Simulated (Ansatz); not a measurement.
# PbSe under a change: Se vacancy, symmetric start

Base system: a 24-atom supercell of PbSe in the rock salt structure (space group Fm-3m, No. 225; a = 6.102 Å) at its relaxed geometry.

It is then changed as follows: a neutral Se vacancy, symmetric start, atoms relaxed at fixed cell.

Method: PBEsol (Ansatz, a program for electronic structure, PAW, scalar-relativistic without spin-orbit coupling). k-mesh 4×3×4 (Γ-centred); smearing 0.01 eV (Fermi–Dirac).

| quantity | base | changed | shift |
|---|---|---|---|
| pressure | 0.0 GPa | -0.9 GPa | -0.97 GPa |
| gap of the supercell | 0.17 eV | zero | – |
| total moment of the cell | – | 0.0 μB | – |
| energy gained by relaxation | – | 0.07 eV | – |
| mean distance from the defect site to its nearest host atoms | 3.05 Å | 2.97 Å | -0.08 Å |

The magnetic state is the one reached from the starting moments; the real material's order can differ, and small cells can't hold many antiferromagnetic ones. The cell is small, so the values are those of an ordered compound at a high defect concentration; dilute-limit values will differ. A case with no gap was solved on a k-mesh chosen for an insulator, which is coarse for it. The defect started on the symmetric site and kept its symmetry, so it may sit on a saddle. With Pb present, leaving out spin-orbit coupling can change the band edges. Starting moments died away, wholly or in part, for Se vacancy; another magnetic solution may exist. The defect cell is spin-polarised and ends with 0.0 μB. The zero or small gap of PbSe can change with the level of theory.
